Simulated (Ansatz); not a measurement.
The reference is PbO2 in the rutile structure (space group P4_2/mnm, No. 136; a = 4.9983 Å, c = 3.4115 Å).

Computed with PBEsol (Ansatz, a program for electronic structure; PAW; 420 eV plane waves; no spin-orbit coupling).

For the base:

```
Quantity            Value
---------------  --------
Volume per atom  14.20 Å³
```

Perturbation: hydrostatic tension (pressure −1 GPa).

Problem. Predict the new volume per atom.

Solution. The volume per atom grows by 0.12 Å³, from 14.20 Å³ to 14.32 Å³.

Load acts through the strain it causes; cell and atoms are relaxed under it. Stability against distortions was not tested. All final runs are without spin polarisation.
